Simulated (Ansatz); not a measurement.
## alpha quartz: the defect B on the Si site + 1 H

Method: PBE, PAW (plane waves to 420 eV; Ansatz, a first-principles code). Details: 72-site cell; 2×2×2 Γ-centred k-points; start: the Si site; H at the bond centre; finite-size errors of tenths of an eV; flagged in the runs: a host whose relaxation on this sampling wasn't shown to rest.

Neighbours after relaxation, in Å: of the B atom: O 1.37, O 1.38, O 1.39, O 2.40; of the H atom: O 0.97, Si 2.24, O 2.30, O 2.62, O 2.66, B 2.73, O 2.77.

Formation energies E_f are those of the neutral cell. Chemical conditions: O-rich (Δμ(Si) = -8.33 eV, Δμ(H) = -1.25 eV, Δμ(B) = -5.92 eV, bounded by H2O molecule, B2O3 (P3_121); only phases computed here count, gases as isolated molecules at 0 K). Reference phases: B: alpha boron, H: H2 molecule in a box, Si: silicon.

```
charge         moment (μB)  point group  largest move off a lattice site (Å)  E_f, O-rich (eV)
------  ------------------  -----------  -----------------------------------  ----------------
0       not spin-polarised           C1                                 0.60              0.37
```

Point groups are those of the whole cell at tolerances of 0.03 and 0.1 Å ("near" where only the looser one holds); none is given for unsettled states.

No other site or start that was run ended lower by more than 0.1 eV.

Flagged in the runs: a host whose relaxation on this sampling wasn't shown to rest.
